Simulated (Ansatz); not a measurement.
A computed series for Mg: response to strain

The parent structure is Mg in the hcp (Mg type) structure (space group P6_3/mmc, No. 194; a = 3.175 Å, c = 5.163 Å; relaxed with 0.1 eV smearing). Axes: x lies along a and z along c of the hexagonal cell.

Strains are applied to the cell and any free atomic positions relax; under stress the whole cell relaxes.

Computed with PBEsol, PAW, 420 eV (Ansatz, a quantum-chemistry and plane-wave program; scalar-relativistic without spin-orbit coupling).

Candidates:
(a) isotropic strain −1.78 %
(b) tensor shear ε_yz = +3.21 %
(c) uniaxial stress, 0.5 GPa tension along z

Notes on the quantities. energy relative to the base: free energy F.

Q: Order them by energy relative to the base, lowest first.

A: (c) uniaxial stress, 0.5 GPa tension along z (+0.3 meV/atom), (b) tensor shear ε_yz = +3.21 % (+5.2 meV/atom), (a) isotropic strain −1.78 % (+7.9 meV/atom)

Stability under load was not tested beyond the relaxation.
